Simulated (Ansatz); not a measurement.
# Input and output of a self-consistent single point for MgRh (Pm-3m, 2 atoms in the cell) (Ansatz)

Method: PBEsol, default PAW files made with PBE (plane waves; Ansatz, a first-principles code).

Input:

Ansatz 0.2 input:
```yaml
# MgRh
crystal:
  lattice:
    - [3.09920000, 0.00000000, 0.00000000]
    - [0.00000000, 3.09920000, 0.00000000]
    - [0.00000000, 0.00000000, 3.09920000]
  atoms:
    - { symbol: Rh, position: [0.50000000, 0.50000000, 0.50000000] }
    - { symbol: Mg, position: [0.00000000, 0.00000000, 0.00000000] }
basis:
  ecutwfc: 420.0 eV
kpoints:
  mp_grid: { grid: [11, 11, 11] }
hamiltonian:
  xc: pbesol
  pseudopotentials: { kind: paw }
scf:
  occupations: { method: gaussian, width: 0.136 eV }
output:
  forces: true
  eigenvalues: true
  stress: true
```

Output, abridged:

```
WARN ansatz: RAYON_NUM_THREADS=1 ignored (pool sized by the plan → 1); use --threads N
Pseudopotentials: kind: paw
Pseudopotential: Rh, paw, valence charge 17
Pseudopotential: Mg, paw, valence charge 10
Crystal: 2 atoms, lattice volume = 29.768 Å³
Basis set: ecut = 420 eV, 587 PW (Γ), exchange–correlation on 48×48×48 points (8 copies of the dense FFT grid, shifted against one another)
Bands: 18, of which v1, the nominal top of the filled ones, is band 14 counted from 1 (13 counted from 0)
Symmetry: 48 space group operations
Space group: Pm-3m (ITA 221), of the structure as read, at distance tolerance 3.1e-5 Å
k-points: 56 of 1331
PAW frozen core: Rh, regenerated for the run's functional, and the local potential with it
PAW frozen core: Mg, regenerated for the run's functional, and the local potential with it
Initial density: superposition of atomic densities (neutral atoms: chi_scale 0, normalization atom), corrected by the library's trained network
Initial wavefunctions: pseudopotential atomic-orbital guess
Eigensolver: davidson
Functional: x = pbesol(κ = 0.804, μ = 0.12345679012345678), c = pbesol(β = 0.046)
SCF iter   1: F=—  HF=-8251.561711 eV  |F-HF|=—  |Δ(HF+E_count)|=         —  Δρ=5.14e-3  dr2=5.62e-3  ethr=1.77e-3  ⟨swp⟩=4.9  Hψ=4267  notcnv=0
all-band conjugate gradients solve this SCF's bands
preconditioner: auto → none
SCF iter   2: F=—  HF=-8251.561313 eV  |F-HF|=—  |Δ(HF+E_count)|=   3.99e-4  Δρ=2.43e-3  dr2=1.28e-3  ethr=2.08e-5  ⟨swp⟩=2.2  Hψ=1856  notcnv=0
SCF iter   3: F=—  HF=-8251.560928 eV  |F-HF|=—  |Δ(HF+E_count)|=   3.84e-4  Δρ=3.25e-4  dr2=2.52e-5  ethr=4.73e-6  ⟨swp⟩=2.3  Hψ=1524  notcnv=0
SCF iter   4: F=—  HF=-8251.560925 eV  |F-HF|=—  |Δ(HF+E_count)|=   3.27e-6  Δρ=7.95e-5  dr2=1.38e-6  ethr=9.33e-8  ⟨swp⟩=2.3  Hψ=1428  notcnv=0
iter 5 did not close the SCF: its close was put off for the readings that it lacked (scf_convergence_deferred on its scf_iter line)
SCF iter   5: F=-8251.560924 eV  HF=-8251.560924 eV  |F-HF|=1.91e-8  |Δ(HF+E_count)|=   4.04e-7  Δρ=1.30e-5  dr2=3.18e-8  ethr=5.10e-9  ⟨swp⟩=2.1  Hψ=1636  notcnv=0
SCF iter   6: F=-8251.560924 eV  HF=-8251.560924 eV  |F-HF|=9.44e-10  |Δ(HF+E_count)|=   3.67e-9  Δρ=2.99e-6  dr2=1.29e-9  ethr=1.18e-10  ⟨swp⟩=2.8  Hψ=3380  notcnv=0
SCF 1 converged in 6 iterations: F = -8251.560924 eV  dr2 = 1.29e-9
SCF converged after 6 iterations
Free energy (F): -8251.560924 eV
Harris-Foulkes:  -8251.560924 eV  (|F-HF|=9.44e-10)
Internal energy: -8251.549358 eV  (E = F + TS)
E sigma→0 (E₀):  -8251.555141 eV
Entropy (-TS):   -0.011567 eV (-5.783 meV/atom)
Fermi energy:    13.771445 eV
--- Per-component energies (eV) ---
  E_band       = -465.054511
  E_kinetic    = 653.212012
  E_local      = -3256.167400  (includes V_loc(G=0)·N_el)
  E_nonlocal   = 455.510669
  E_hartree    = 1149.014030
  E_xc         = -250.060323
  E_vxc        = -316.170039  (∫ρ·V_xc dr)
  E_paw        = -3805.924560  (= ΣΔE_a)
  E_vpaw       = -299.468742  (= ΣTr[D̂ρ^β])
  E_aug_tail   = 0.000840  (compensation charges beyond the density's cutoff)
  E_ewald      = -3197.469689
  E_core_change = 0.335062  (= ΣΔE_core)
  E_smearing   = -0.011567  (= −TS)
  E_closure    = 0.000000  (closes the sum)
  Σ components = -8251.560924   (vs F -8251.560924, Δ=0.00e0)
--- Forces (eV/Å), atoms counted from 1 ---
  atom   1  Rh     0.00000000    -0.00000000     0.00000000
  atom   2  Mg    -0.00000000     0.00000000    -0.00000000
  max |Σ_I F_I| component: 8.34e-29 eV/Å
--- Stress (GPa, compression-positive) ---
       -1.953872       0.000000       0.000000
        0.000000      -1.953872       0.000000
        0.000000       0.000000      -1.953872
  P = ⅓ Tr σ = -1.9539 GPa (-19.539 kbar)
  The stress holds the Pulay correction. Without it, at fixed plane waves, as pw.x and ABINIT print it: P = -1.9904 GPa
--- Band table (eV; the first three rows and the last of 56) ---
  k-point 0: bands = ["-63.3845", "-59.8142", "-31.2994", "-31.2994", "-31.2994", "-26.7516", "-26.7516", "-26.7516", "6.7713", "10.8862", "10.8862", "13.6093", "13.6093", "13.6093", "22.0735", "22.0735", "22.0735", "25.2463"]
  k-point 1: bands = ["-63.3840", "-59.8141", "-31.3066", "-31.2986", "-31.2986", "-26.7540", "-26.7517", "-26.7517", "6.9179", "10.9226", "10.9537", "13.5108", "13.5108", "13.6202", "21.0645", "22.2890", "22.2890", "25.0524"]
  k-point 2: bands = ["-63.3826", "-59.8139", "-31.3259", "-31.2966", "-31.2966", "-26.7605", "-26.7519", "-26.7519", "7.3442", "11.0227", "11.1293", "13.2626", "13.2626", "13.6499", "19.3220", "22.8811", "22.8811", "24.5503"]
  k-point 55: bands = ["-63.3672", "-59.8099", "-31.3702", "-31.3699", "-31.3699", "-26.7764", "-26.7764", "-26.7760", "10.6729", "10.7431", "10.7431", "14.3859", "14.3859", "17.6471", "18.4725", "18.4725", "21.2832", "23.0544"]
```

The run converged in 6 iterations.

The starting cell comes from a database of published, mostly measured structures (it also holds non-ambient and calculated ones), without a prior relaxation at this level. Spin polarisation is off. Ansatz's pressure includes its estimate of the finite-basis (Pulay) stress.
